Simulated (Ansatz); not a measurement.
An Ansatz (a quantum-chemistry and plane-wave program) input (PBE-D3(BJ) (Ansatz), without spin-orbit coupling):

Ansatz 0.2 input:
```yaml
crystal:
  lattice:
    - [3.2395853978, 0, 0]
    - [-1.6197926989, 2.8055632522, 0]
    - [0, 0, 4.6611999242]
  atoms:
    - { symbol: Hf, position: [0, 0, 0] }
    - { symbol: O, position: [0.3333333333, 0.6666666667, 0.2084549805] }
    - { symbol: O, position: [0.6666666667, 0.3333333333, 0.7915450195] }
basis: { ecutwfc: 420, ecutrho_ratio: 4, xc_grid: 2, fft_grid_basis: typed }
kpoints: { mp_grid: { grid: [12, 12, 7] } }
hamiltonian:
  xc: pbe
  dispersion: d3bj
  pseudopotentials: { kind: paw }
scf: { occupations: { method: fermi_dirac, width: 0.05 }, convergence: { dr2_threshold: 0.0000000003 } }
output: { forces: true, stress: true }
checkpoint: { write: state.ck, write_every: 1000 }
```

Which symmetry and how many k-points will the program report, and about how many plane waves at Γ?

Space group P-3m1 (ITA 164) with 12 operations, k-points 112 of 1008, and 831 plane waves at Γ.

Whether these cells are dynamically stable was not tested. The cell is HfO2 in the CdI2 type structure (space group P-3m1, No. 164; a hypothetical phase, not in the database extracts checked; layered, stacked along the Cartesian z axis).
